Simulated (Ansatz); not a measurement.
Consider ZnCu$_{2}$SnS$_{4}$ (space group I-4, No. 82; a = 5.317 Å, c = 10.643 Å). Axes: x, y, z lie along a, b, c of the conventional cell.

Computed with LDA (Ansatz, a quantum-chemistry and plane-wave program; PAW; 420 eV plane waves; without spin-orbit coupling).

For the base:

- Band gap: 0.14 eV

Perturbation: tensor shear ε_xz = +1.20 % (engineering shear γ = 0.0240); the atoms relax in the strained cell.

Predict the new band gap.

The band gap drops by 0.03 eV (0.14 eV → 0.11 eV).

What does the calculation give for the energy relative to the base after the change?

The energy increases by 1.6 meV/atom.

Whether these cells are dynamically stable was not tested. All final runs are without spin polarisation. The zero or small gap of ZnCu2SnS4 can change with the level of theory.
